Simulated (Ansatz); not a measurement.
Candidates (primitive cells; geometry: cell and atoms relaxed with PBEsol):
A. ZnS (F-43m), a = 3.7877 Å, b = 3.7877 Å, c = 3.7877 Å, α = 60.00°, β = 60.00°, γ = 60.00°
B. ZnSe (F-43m), a = 3.983 Å, b = 3.983 Å, c = 3.983 Å, α = 60.00°, β = 60.00°, γ = 60.00°
C. InP (F-43m), a = b = c = 4.157 Å, α = β = γ = 60.00°
D. AlAs (F-43m), a = b = c = 4.013 Å, α = β = γ = 60.00°

Problem. Rank these by electron conductivity mass (highest first), as Ansatz (a program for electronic structure) with PBEsol, rigid bands gives it.

Solution. D (0.33 mₑ), A (0.179 mₑ), B (0.102 mₑ), C (0.056 mₑ)

Masses are for dilute carriers at 300 K, harmonic means over directions unless an axis is named. Spin-orbit coupling is left out.
